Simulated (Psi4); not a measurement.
Psi4 1.11, B3LYP/def2-svp: Sn(I)4 ([I][Sn]([I])([I])[I]), 5 atoms. The geometry is a generated start, not checked to be a minimum at this level.

- task = energy
- method = b3lyp
- basis = def2-svp
- memory = 3 GB
- maxiter = 100
- keys of the molecule block = symmetry c1
- scf_type = df (default)
- e_convergence = 1e-06 (default)
- d_convergence = 1e-06 (default)
- dft_radial_points = 75 (default)
- dft_spherical_points = 302 (default)
- effective core potentials = those of the basis set, past Kr
- basis functions = 130
- grid points = 102676

```xyz
5

I     -1.5981    -0.6739    -2.1231
Sn     0.0002    -0.0012    -0.0009
I      0.5271     2.6899    -0.0724
I      2.3555    -1.3951    -0.1487
I     -1.2847    -0.6197     2.3451
```

With the defaults (diis = true, scf_initial_accelerator = adiis, damping_percentage = 0, guess = auto, which took SAD, soscf = false, soscf_start_convergence = 0.01, level_shift = 0, level_shift_cutoff = 0.01, diis_max_vecs = 10, diis_start = 1) it converges in 8 SCF iterations. One run each on 2 threads, with these changes:
- scf_initial_accelerator = ediis
- soscf = true, soscf_start_convergence = 0.1
- diis = false, scf_initial_accelerator = none, damping_percentage = 60
- guess = sadno
- level_shift = 0.5, level_shift_cutoff = 0.001
- diis_start = 4
- soscf = true
- diis_max_vecs = 20
- guess = huckel

Task: Which of these changes keep the SCF from converging, or lead it to another solution?

Result: No convergence: diis = false, scf_initial_accelerator = none, damping_percentage = 60 (the run ends without SCF convergence in 100 iterations). The rest reach the solution of the defaults.

| setting | SCF iterations | JK calls | end |
|---|---|---|---|
| soscf = true | 6 | 22 | same solution |
| soscf = true, soscf_start_convergence = 0.1 | 6 | 22 | same solution |
| the defaults | 8 | 9 | same solution |
| diis_max_vecs = 20 | 8 | 9 | same solution |
| scf_initial_accelerator = ediis | 8 | 9 | same solution |
| level_shift = 0.5, level_shift_cutoff = 0.001 | 9 | 10 | same solution |
| guess = sadno | 10 | 10 | same solution |
| guess = huckel | 10 | 22 | same solution |
| diis_start = 4 | 11 | 12 | same solution |
| diis = false, scf_initial_accelerator = none, damping_percentage = 60 | 100 | 101 | no convergence |

An SOSCF iteration holds several JK calls; a Hückel guess adds calls on atoms.
